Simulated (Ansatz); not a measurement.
Worked example: self-consistent single point of RbZnBr3 (Pnma, 20 atoms in the cell) in Ansatz (a first-principles code).

Level of theory: PBE-D3BJ (plane waves, PAW; Ansatz).

```
CELL_PARAMETERS angstrom
      7.37276     0.00000     0.00000
      0.00000    10.40296     0.00000
      0.00000     0.00000     7.34815
ATOMIC_POSITIONS crystal
  Rb 0.48770 0.25000 0.99160
  Rb 0.98770 0.25000 0.50840
  Rb 0.51230 0.75000 0.00840
  Rb 0.01230 0.75000 0.49160
  Zn 0.00000 0.00000 0.00000
  Zn 0.50000 0.50000 0.50000
  Zn 0.00000 0.50000 0.00000
  Zn 0.50000 0.00000 0.50000
  Br 0.03130 0.25000 0.05860
  Br 0.53130 0.25000 0.44140
  Br 0.96870 0.75000 0.94140
  Br 0.46870 0.75000 0.55860
  Br 0.28800 0.53700 0.21300
  Br 0.78800 0.96300 0.28700
  Br 0.71200 0.03700 0.78700
  Br 0.21200 0.46300 0.71300
  Br 0.71200 0.46300 0.78700
  Br 0.21200 0.03700 0.71300
  Br 0.28800 0.96300 0.21300
  Br 0.78800 0.53700 0.28700
```

Reference input (self-consistent single point, DFT, PBE, plane waves, default PAW files): basis.ecutwfc = 420 eV; kpoints.mp_grid.grid = 3 3 3; hamiltonian.xc = pbe; hamiltonian.pseudopotentials = {kind: paw} (the program's default PAW files); scf.occupations.method = cold; scf.occupations.width = 0.2 eV. This run's input differs from it in these lines:

```diff
@@ -33,2 +33,3 @@
   xc: pbe
+  dispersion: d3bj
   pseudopotentials: { kind: paw }
```

Output (repeated stretches shortened):

```
SCF iter   1: F=—  HF=-59771.409826 eV  |F-HF|=—  |Δ(HF+E_count)|=         —  Δρ=7.69e-4  dr2=4.56e-3  ethr=1.77e-3  ⟨swp⟩=12.2  Hψ=4904  notcnv=0
all-band conjugate gradients solve this SCF's bands
preconditioner: auto → Resta (q_TF=auto, 2.230 Å⁻¹)
SCF iter   2: F=—  HF=-59771.411914 eV  |F-HF|=—  |Δ(HF+E_count)|=   2.09e-3  S|Δr|=   8.07e-7  Δρ=4.24e-4  dr2=1.22e-3  ethr=2.72e-6  ⟨swp⟩=2.8  Hψ=1721  notcnv=0
   [... lines left out ...]
SCF iter   5: F=—  HF=-59771.411775 eV  |F-HF|=—  |Δ(HF+E_count)|=   4.23e-4  S|Δr|=   4.39e-8  Δρ=1.94e-5  dr2=3.47e-6  ethr=1.46e-8  ⟨swp⟩=2.0  Hψ=1350  notcnv=0
SCF iter   6: F=—  HF=-59771.411778 eV  |F-HF|=—  |Δ(HF+E_count)|=   2.30e-6  S|Δr|=   2.32e-8  Δρ=6.85e-6  dr2=2.71e-7  ethr=2.07e-9  ⟨swp⟩=2.1  Hψ=1122  notcnv=0
SCF iter   7: F=-59771.411778 eV  HF=-59771.411778 eV  |F-HF|=9.58e-9  |Δ(HF+E_count)|=   2.76e-7  S|Δr|=   1.26e-9  Δρ=1.89e-6  dr2=1.86e-8  ethr=5.95e-11  ⟨swp⟩=13.6  Hψ=4616  notcnv=0
SCF 1 converged in 7 iterations: F = -59771.411778 eV  dr2 = 1.86e-8
Stability not checked (fill_not_monotonic)
Free energy (F): -59771.411778 eV
F+E_penalty+E_count: -59771.411780 eV  (lagrangian_ev)
Internal energy: -59771.411778 eV  (E = F + TS)
E sigma→0 (E₀):  -59771.411778 eV
Entropy (-TS):   0.000000 eV (0.000 meV/atom)
Fermi energy:    4.311936 eV
--- Forces (eV/Å), atoms counted from 1 ---
  atom   1  Rb    -0.34656344     0.00000000     0.24976275
  atom   2  Rb    -0.34656344     0.00000000    -0.24976275
  atom   3  Rb     0.34656344     0.00000000    -0.24976275
   [... lines left out ...]
  atom  20  Br    -0.24452344    -0.34641906    -0.10411434
--- Stress (GPa, compression-positive) ---
        0.390398       0.000000       0.000000
        0.000000       0.873298       0.000000
        0.000000       0.000000       0.653280
  P = ⅓ Tr σ = 0.6390 GPa (6.390 kbar)
  The stress holds the Pulay correction. Without it, at fixed plane waves, as pw.x and ABINIT print it: P = 0.6151 GPa
```

The run converged in 7 iterations. Against the reference run the pressure goes from 2.12 to 0.64 GPa, the largest force stays at 0.437 eV/Å and the gap on the mesh stays at 1.407 eV.

The starting cell was generated: these elements placed on a structure prototype, without a prior relaxation; it need not be a known phase or ordering of this composition. Ansatz's pressure includes its estimate of the finite-basis (Pulay) stress.

Keys are those of Ansatz 0.2.
